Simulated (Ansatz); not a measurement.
We consider AlB2-type TiB₂, described by r²SCAN in Ansatz (plane waves, PAW).

Run with plane-wave cutoff 600 eV, 24×24×20 k mesh (along the axes of the cell as run), Fermi–Dirac smearing 0.057 eV (set by the program), no spin polarisation, scalar-relativistic PAW data made under PBE.

Computed at the level's own relaxed cell.

Hill averages of the elastic tensor: K = 260.1 GPa, G = 268.3 GPa. Volume 8.512 Å³/atom, mean atomic mass 23.163 u.

**Question.** Work out the density, the sound velocities of a polycrystal and the elastic Debye temperature, and Pugh's ratio at this level.

**Answer.** ρ = 1.66054 × 23.163/8.512 = 4.519 g/cm³. v_l = √[(K + 4G/3)/ρ] = 11.693 km/s and v_t = √(G/ρ) = 7.705 km/s. The mean follows from 3/v_m³ = 1/v_l³ + 2/v_t³: v_m = 8.436 km/s. Θ_D = (ħ/k_B) v_m (6π²/V)^(1/3) = 76.38 K Å s/km × 8.436 × 1.9090 Å⁻¹ = 1230 K, counting all atoms of the cell. K/G = 0.97, to be set beside Pugh's rough bound of 1.75 between brittle and ductile metals.

Ansatz is a program for electronic structure.
